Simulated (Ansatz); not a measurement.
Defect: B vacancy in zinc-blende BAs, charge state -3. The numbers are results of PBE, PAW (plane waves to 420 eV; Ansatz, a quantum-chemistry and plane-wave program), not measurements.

64-site cell at the relaxed PBE lattice, one k-point at (0.250, 0.250, 0.250), smearing 0.01 eV, spin-restricted, no finite-size correction. No zero-point or tunnelling terms. The charge state is imposed; whether it is stable for some Fermi level was not computed. Forms of the defect that were not tried may lie lower.

Barriers: single points on a 2×2×2 k-point mesh shifted by half a step at the bands' geometries (they differ from the bands' own by up to 0.08 eV, and are uncertain by about as much).

Relaxed starting cell (atoms counted from 1):

```
CELL_PARAMETERS angstrom
      9.61897     0.00000     0.00000
      0.00000     9.61897     0.00000
      0.00000     0.00000     9.61897
ATOMIC_POSITIONS crystal
  B  0.99982 0.99974 0.50101
  B  0.99983 0.50005 0.00074
  B  0.99921 0.50006 0.50112
  B  0.50015 0.99974 0.00072
  B  0.50019 0.99913 0.50102
  B  0.50023 0.50015 0.00014
  B  0.49977 0.49966 0.50062
  As 0.12335 0.12325 0.37286
  As 0.11781 0.11763 0.87924
  As 0.12357 0.62391 0.37574
  As 0.12467 0.62616 0.87600
  As 0.62409 0.12349 0.37570
  As 0.62626 0.12459 0.87600
  As 0.62535 0.62521 0.37571
  As 0.62620 0.62609 0.87754
  B  0.99478 0.24767 0.24859
  B  0.00359 0.24981 0.75100
  B  0.00365 0.75000 0.25084
  B  0.99684 0.75231 0.75326
  B  0.49897 0.24865 0.24961
  B  0.49983 0.24947 0.75101
  B  0.49979 0.75008 0.25041
  B  0.50079 0.75067 0.75159
  As 0.12335 0.37190 0.12418
  As 0.12360 0.37471 0.62496
  As 0.11772 0.87821 0.11864
  As 0.12470 0.87506 0.62715
  As 0.62410 0.37477 0.12444
  As 0.62538 0.37479 0.62619
  As 0.62628 0.87505 0.12557
  As 0.62617 0.87658 0.62697
  B  0.24778 0.99463 0.24863
  B  0.24997 0.00354 0.75096
  B  0.24874 0.49885 0.24961
  B  0.24956 0.49971 0.75109
  B  0.75013 0.00351 0.25079
  B  0.75240 0.99667 0.75324
  B  0.75023 0.49967 0.25043
  B  0.75079 0.50070 0.75162
  As 0.37201 0.12324 0.12420
  As 0.37485 0.12351 0.62489
  As 0.37482 0.62400 0.12441
  As 0.37488 0.62524 0.62621
  As 0.87833 0.11762 0.11852
  As 0.87517 0.12458 0.62717
  As 0.87518 0.62620 0.12557
  As 0.87669 0.62610 0.62702
  B  0.24780 0.24767 0.99555
  B  0.24874 0.24866 0.49977
  B  0.24991 0.75001 0.00440
  B  0.24955 0.75007 0.50069
  B  0.75006 0.24988 0.00440
  B  0.75020 0.24944 0.50066
  B  0.75239 0.75227 0.99771
  B  0.75074 0.75065 0.50158
  As 0.37389 0.37379 0.37471
  As 0.37452 0.37439 0.87663
  As 0.37446 0.87563 0.37532
  As 0.37348 0.87511 0.87603
  As 0.87579 0.37433 0.37531
  As 0.87519 0.37338 0.87606
  As 0.87523 0.87513 0.37430
  As 0.88469 0.88462 0.88557
```
Cell charge -3.

End state 1 differs by these moves (Å; atoms that move under 0.08 Å are left out):

```
atom  element     Δx     Δy     Δz
----  -------  -----  -----  -----
9          As   0.06   0.07  -0.04
10         As  -0.06   0.04  -0.07
18          B   0.00   2.40  -2.40
26         As   0.00  -0.10   0.10
44         As  -0.03   0.05   0.08
46         As   0.09   0.08   0.10
62         As   0.03  -0.07  -0.05
63         As  -0.09  -0.10  -0.08
```

Predict the forward and backward barriers to end state 1 from PBE, PAW.

forward 3.09 eV, backward 3.09 eV; at the saddle point atom 18 has neighbours As at 1.92, 2 As at 2.38, 2 As at 2.42 Å. The saddle point's order was not checked.
